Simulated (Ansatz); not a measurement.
The starting structures come from a database of crystals and need not be the phases stable at ambient conditions.

By PBEsol, the system below comes out a metal.

Without scattering a metal conducts by its projected Fermi surface.

Data:

```
CELL_PARAMETERS angstrom
      3.63273     0.00000     0.00000
      0.00000     3.88484     0.00000
      0.00000     1.94242     1.94242
ATOMIC_POSITIONS crystal
  V  0.50000 0.50000 0.00000
  Ir 0.00000 0.00000 0.00000
```

Space group of this cell: P4/mmm. The cell is taken as given; by PBEsol its mean pressure is -5.4 GPa.

The current flows along the normal of the first two printed cell vectors, the (110) plane of the conventional cell. No spin-orbit coupling; the value is a mean over 0.1 eV about the Fermi level.

Problem. Estimate the ballistic conductance per area that PBEsol (Ansatz, an electronic-structure program) returns for this system.

Solution. 1.5 × 10¹⁵ S/m² for both spins.
